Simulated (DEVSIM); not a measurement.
System: Pd/Si3N4/n-Si capacitor, at 300 K.

Layer 1 from the left is Si3N4, thickness (nm) 21.0. Layer 2 from the left is Si, thickness (nm) 620, Nd (cm⁻³) 4.4e16.

Metal gate on the left, work function 5.2 eV. Fixed charge at the semiconductor interface 0 cm⁻² (in units of +e); no interface traps.

This is a model device: material constants are rounded textbook-type values typed into the input, and sizes, dopings and lifetimes were drawn at random. Values at 300 K.

Si3N4: gap (eV) 5.1, affinity (eV) 2.1, permittivity 7.5. Si: gap (eV) 1.124, affinity (eV) 4.05, permittivity 11.7, Nc (cm⁻³) 2.86e19, Nv (cm⁻³) 3.1e19.

Model (solved in DEVSIM): 1D Poisson equation in equilibrium, Boltzmann statistics, complete ionisation; no quantum confinement or tunnelling. Metal contacts follow the ideal Schottky-Mott rule: no Fermi-level pinning, no interface dipoles.

**Question.** What does the simulation give for the flat-band voltage, the minimum of the low-frequency capacitance?

**Answer.** flat-band voltage 0.98 V; minimum of the low-frequency capacitance 0.0613 μF/cm².
